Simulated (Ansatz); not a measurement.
What isotropic strain +1.00 % does to Sn

Base system: Sn in the diamond structure (space group Fd-3m, No. 227; a = 6.656 Å; relaxed with 0.1 eV smearing).

It is then changed as follows: every lattice vector is stretched by 1.00 %, atoms relaxed at fixed cell.

All numbers come from DFT with PBE, PAW potentials and a 420 eV plane-wave cutoff in Ansatz (an electronic-structure program), no SOC. Γ-centred 15×15×15 mesh, Fermi–Dirac width 0.1 eV.

```tsv
quantity	base	changed	shift
volume per atom	36.86 Å³	37.98 Å³	+1.12 Å³
space group	Fd-3m (No. 227)	Fd-3m (No. 227)	–
shortest interatomic distance	288.2 pm	291.1 pm	+2.9 pm
energy relative to the base (free energy F)	0 meV/atom	+3.6 meV/atom	+3.6 meV/atom
band gap	zero	zero	–
```

No phonon test of stability was made.
